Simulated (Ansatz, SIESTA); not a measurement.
# One structure in several programs: NiTe₂ (P-3m1, 3 atoms in the cell)

Self-consistent single point.

```xyz
3
Lattice="3.9223 0.0000 0.0000 -1.9612 3.3968 0.0000 0.0000 0.0000 5.4380" Properties=species:S:1:pos:R:3 pbc="T T T"
Ni     0.0000     0.0000     0.0000
Te     0.0000     2.2646     1.3156
Te     1.9612     1.1323     4.1224
```

Shared settings, as Ansatz (a program for electronic structure) writes them: kpoints.mp_grid.grid = 10 10 7; magnetization.spin_orbit = true; scf.occupations.method = fermi_dirac; scf.occupations.width = 0.1 eV. Potentials and cutoffs stand in the table.

| code | model | pressure (GPa) | largest force (eV/Å) | cutoff |
|---|---|---|---|---|
| SIESTA | GGA PBEsol with spin-orbit coupling, numerical atomic orbitals DZP, PseudoDojo PBEsol fully relativistic norm-conserving potentials (rewritten from UPF to PSML) | – | 0.039 | grid 300 Ry |
| Ansatz | PBEsol with spin-orbit coupling, PAW files made with PBE | -5.53 | 0.284 | 420 eV |

A dash marks a value that a program does not give, or that is left out as unsure.

The spread over the programs that give each value: largest force within 0.245 eV/Å.

SIESTA uses small atom-centred bases, whose incompleteness enters pressures, forces and empty levels differently from a plane-wave cutoff.

The starting cell comes from a database of computed structures (which also holds hypothetical and non-ambient phases and stackings), without a prior relaxation at this level. Its lattice was rescaled by a random factor within 2.5 % of one.

Keys are those of Ansatz 0.2.
